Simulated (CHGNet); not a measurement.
## B20 (FeSi-type) FeGe

Calculation: the machine-learned potential CHGNet 0.3.0 (trained on PBE and PBE+U data).

Cell: relaxed at this level.

```json
{
 "equilibrium_lattice_constant_a": "4.659 Å",
 "volume_per_atom": "12.64 Å³/atom"
}
```

Measured, for comparison: lattice constant a 4.699 Å (295 K, not corrected to a static lattice, our sources range from 4.689 to 4.699; as tabulated in Wilhelm et al. (2007), arXiv:cond-mat/0703031); equilibrium volume per atom 12.97 Å³/atom (295 K, not corrected to a static lattice; as tabulated in Wilhelm et al. (2007), arXiv:cond-mat/0703031). Computed (rounded) less measured: lattice constant a -0.9 % (-0.6 % to -0.9 % over the range), equilibrium volume per atom -2.5 %. A static lattice is as a rule a little smaller and stiffer than an uncorrected measurement, which narrows the difference in the lattice constant a and would widen misses of the other sign.

A machine-learned potential is trained on density-functional data: it inherits that level's misses and adds fitting errors of its own.
